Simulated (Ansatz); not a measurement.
Bond-angle distributions (per cent of the angles at each element, bins of 10°) of a relaxed model of amorphous Si₄₀O₂₀ at 2.27 g/cm³. These are PBE, scalar-relativistic without spin-orbit coupling (plane waves to 420 eV, PAW; Ansatz, a program for electronic structure) values and carry that method's errors. The usual formal charges leave 120 electrons over, so the level spacing at the Fermi energy parts defect or band states and needn't be the band gap.

The cell was made by melting and quenching with the CHGNet potential and then relaxed with DFT. O atoms were pushed apart under 1.9 Å during the dynamics, to hinder bonds among them. The hot cell started wider than the set density and was brought back towards it in steps. It is the lowest in DFT energy of 2 quenches. It is a model cell: composition and starting density were chosen by hand, and all elements were melted together. No dispersion term was used. Its density started from a set value of 2.16 and ended at 2.27 g/cm³. Cooling (nominally 290 K/ps over its main leg) ran many orders faster than in experiment, which tends to leave more defects and strain. Values belong to this one cell and scatter from quench to quench. The volume was free in the relaxation, at fixed shape. Stress components on the final sampling reach 1.6 GPa. On a 2×2×2 Γ-centred mesh force components of up to 0.35 eV/Å stay, since the relaxation ran on the zone centre alone.

Cut-offs for bonds: Si-Si 2.60 Å, Si-O 2.04 Å, O-O 1.58 Å. Two cations that share two anions don't count as bonded, nor two that share one unless they lie closer than Si-Si 2.38 Å.

```json
[
 {"angle (°)": "50-60", "at Si": "1"},
 {"angle (°)": "60-70", "at Si": "1"},
 {"angle (°)": "70-80", "at Si": "3"},
 {"angle (°)": "80-90", "at Si": "6"},
 {"angle (°)": "90-100", "at Si": "19"},
 {"angle (°)": "100-110", "at Si": "32"},
 {"angle (°)": "110-120", "at Si": "17"},
 {"angle (°)": "120-130", "at Si": "12"},
 {"angle (°)": "130-140", "at Si": "5"},
 {"angle (°)": "140-150", "at Si": "3"},
 {"angle (°)": "150-160", "at Si": "0"},
 {"angle (°)": "160-170", "at Si": "0"},
 {"angle (°)": "170-180", "at Si": "0"}
]
```

They go with these counts of neighbours within the cut-offs, cation contacts included: Si mean 3.9, most often 4.
